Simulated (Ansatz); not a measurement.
# SnO under a change: pressure 0.3 GPa

Consider SnO (space group P4/nmm, No. 129; a = 3.837 Å, c = 4.759 Å; layered, stacked along the Cartesian z axis).

The change: a hydrostatic pressure of 0.3 GPa.

Method: Kohn–Sham DFT with the PBE-D3(BJ) functional, run in Ansatz (a first-principles code) with PAW and 420 eV plane waves, no spin-orbit coupling. Γ-centred 12×12×10 mesh, Fermi–Dirac width 0.05 eV.

- Volume per atom = 17.37 Å³ (base 17.52 Å³)
- Density = 6.44 g/cm³ (base 6.39 g/cm³)
- Lattice parameter a = 3.833 Å (base 3.837 Å)
- c/a ratio = 1.234 (base 1.240)
- Shortest interatomic distance = 2.239 Å (base 2.241 Å)
- Enthalpy H = E + PV relative to the base's energy = +0.03 eV/atom
- Band gap = zero (base zero)

Final structure:

```
CELL_PARAMETERS angstrom
      3.83258     0.00000     0.00000
      0.00000     3.83258     0.00000
      0.00000     0.00000     4.72908
ATOMIC_POSITIONS crystal
  Sn 0.50000 0.00000 0.75503
  Sn 0.00000 0.50000 0.24497
  O  0.50000 0.50000 0.00000
  O  0.00000 0.00000 0.00000
```

Cost of the whole job for the changed cell (relaxation, final SCF and bands): roughly 50 core-seconds.

Load acts through the strain it causes; cell and atoms are relaxed under it. Stability against distortions was not tested. All final runs are without spin polarisation. A zero or small gap of SnO can be the functional's error rather than a property of the material.
